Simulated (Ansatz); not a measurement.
# ZnS under a change: biaxial strain −3.61 %, plane normal [111], relaxed out of plane

Consider ZnS in the zinc blende structure (space group F-43m, No. 216; a = 5.390 Å). Axes: x, y, z lie along the cube axes.

Perturbation: biaxial strain −3.61 %, plane normal [111], relaxed out of plane (Cartesian); in-plane vectors clamped, the third vector and the atoms free.

Level of theory: DFT with r2SCAN, PAW potentials and a 500 eV plane-wave cutoff in Ansatz (a first-principles code), spin-orbit coupling left out, earlier PAW set. Settings: 11×11×11 k-points, 0.05 eV Fermi–Dirac smearing.

```csv
quantity,base,changed,shift
volume per atom,19.58 Å³,18.62 Å³,-0.96 Å³
space group,F-43m (No. 216),R3m (No. 160),–
shortest interatomic distance,2.334 Å,2.293 Å,-0.0416 Å
energy relative to the base (free energy F),0 meV/atom,+27 meV/atom,+27 meV/atom
"pressure (mean of the normal stresses, compression positive)",0.00 GPa,4.27 GPa,+4.27 GPa
band gap,2.70 eV,2.69 eV,-0.01 eV
gap character,direct at Γ,direct at Γ,–
electron mass,0.19 mₑ (at Γ),"0.16 mₑ out of plane, 0.23 mₑ in plane (at Γ)",–
"valence-band top at Γ (three highest levels, from the VBM)","0.00, 0.00, 0.00 eV","0.00, 0.00, -0.41 eV",–
"valley order (the lowest conduction-band minima on the path, energy above the VBM, named in the base's zone)",Γ 2.70 eV; X along ⟨100⟩ 3.71 eV; L along ⟨111⟩ 3.82 eV,Γ 2.69 eV; X along [100] 3.31 eV; L along [1-11] 3.59 eV,–
out-of-plane strain,–,+2.34 %,–
ratio −ε⊥/ε∥,–,0.65,–
```

Masses are band curvatures over ±0.01 Å⁻¹ around the edge. Stability against distortions was not tested. k-point labels follow each cell's own Brillouin zone.
